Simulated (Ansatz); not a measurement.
Consider the following.

```xyz
6
Lattice="3.6002 0.0000 0.0000 0.0000 3.6002 0.0000 0.0000 0.0000 5.2252" Properties=species:S:1:pos:R:3 pbc="T T T"
Zr     0.0000     0.0000     0.0000
Zr     1.8001     1.8001     2.6126
O      0.0000     1.8001     1.5768
O      0.0000     1.8001     4.1894
O      1.8001     0.0000     1.0358
O      1.8001     0.0000     3.6484
```

Space group of this cell: P4_2/nmc. The cell is taken as given.

Method: r2SCAN (plane waves, PAW; Ansatz, a first-principles code).

The current runs along the normal of the first two printed vectors; no spin-orbit coupling. Scaled by the factor s: both lengths across the current (ions clamped). Meshes 8×8×6 and 8×8 across the current in all rows.

```tsv
s	mean pressure (GPa)	band gap (eV)
0.98	11.3	?
1.00	-0.1	4.61
1.02	-9.5	4.27
```

Question: Take the slope of the band gap against ln s from the two given rows, extrapolate to s = 0.98, and say what the run there gives.

Answer: Slope = (4.27 − 4.61) / ln 1.02 = -17.2 eV. The line gives 4.61 + (-17.2) × ln 0.98 = 4.96 eV. The run gives 4.82 eV, 0.14 eV under the line, 39 % of the predicted step.
